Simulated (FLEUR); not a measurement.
# Equation of state of wurtzite AlN (space group 186): energy against volume (FLEUR, LDA)

```
CELL_PARAMETERS angstrom
      2.98904     0.00000     0.00000
     -1.49452     2.58859     0.00000
      0.00000     0.00000     4.78631
ATOMIC_POSITIONS crystal
  Al 0.33333 0.66667 0.00000
  Al 0.66667 0.33333 0.50000
  N  0.33333 0.66667 0.38200
  N  0.66667 0.33333 0.88200
```

Level of theory: LDA (Vosko-Wilk-Nusair), all-electron FLAPW (FLEUR), scalar-relativistic valence (FLEUR). Settings: Kmax = 4.67 1/bohr; GmaxXC = 16.3 1/bohr; xcFunctional = vwn; jspins = 1; l_soc = F; mode = hist; fermiSmearingEnergy = 0.00036749 Htr; mesh (inpgen div1-3) = 12 12 7; inpgen gamma flag = true; Gmax = 16.3 1/bohr; numbands = 0; maxIterBroyd = 40; imix = Anderson; alpha = 0.05; precondParam = 0; minDistance = 1e-05 me/bohr^3. The cell above is the first row's. The rows scale it uniformly. In all rows fractional positions and the k mesh are held. E is the free energy at the stated smearing, counted from the lowest row.

| V (Å^3/atom) | E (meV/atom) |
|---|---|
| 9.258 | ? |
| 9.460 | 47.29 |
| 9.661 | 25.63 |
| 9.862 | 10.91 |
| 10.063 | 2.61 |
| 10.265 | 0.00 |
| 10.466 | 2.59 |
| 10.667 | 9.90 |
| 10.869 | 21.51 |

**Question.** Using the third-order Birch-Murnaghan form, a cubic in V^(-2/3), estimate the missing E at V = 9.258 from the other rows, showing the fit.

**Answer.** With u = V^(-2/3) - 0.213, the rows have u = 0.010566, 0.007454, 0.004449, 0.001543, -0.001281, -0.004000, -0.006634, -0.009199. Least squares gives E = 0.504 + 833.35·u + 339495·u² + 71732·u³. Residuals (row less fit): -0.005, 0.021, -0.028, 0.012, 0.007, -0.008, 0.004, -0.001; standard error 0.019 (degrees of freedom: 4). Its minimum lies at u = -0.001228, so V0 = (0.211772)^(-3/2) = 10.26. There d²E/du² = 678500 and d³E/du³ = 430400, so B0 = (4/9) × 10.26^(-7/3) × 678500 × 0.160218 = 211 GPa (the last factor turns the table's units into GPa), and B0' = 4 + (2/3) × 0.211772 × (430400)/678500 = 4.1. At the withheld row, u = 0.013806, so E = 0.504 + 833.35 × 0.013806 + 339495 × 0.013806² + 71732 × 0.013806³ = 76.908 meV/atom. The calculation gives 76.59 meV/atom, 0.318 meV/atom below the prediction (0.4 % of the range of E in the table). The row lies outside the fitted rows, so this is an extrapolation. From the scatter of the fitted rows alone, a prediction at this place has a standard error of 0.058 meV/atom, so the miss is 5.5 times that.

Carrying the step between the two nearest rows on in a straight line would have given 69.06, off by 7.53; series whose last step already gives the withheld value aren't shown. The scan was laid around a cell of about the measured size, scaled by a guess for this functional; axis ratios and inner coordinates come from that cell. The runs keep the symmetry of the cell, so they don't test it for distortions. Values depend on the basis (sphere radii, cutoffs, local orbitals), which need not be converged. The shape of the cell and the inner coordinates aren't relaxed, so V0 and B0 belong to this uniform scaling; a relaxed crystal lies no higher in energy and is usually softer. Cutoffs and mesh are single choices, not tested for convergence of this quantity. Series with a scatter that would blur these digits, or in which a gap closes, are not shown. Nor are scans whose minimum lies at an end fitted in this form.

Terms beyond the fitted order, or numerical noise in single rows, can give a miss of this size; the table doesn't tell which.
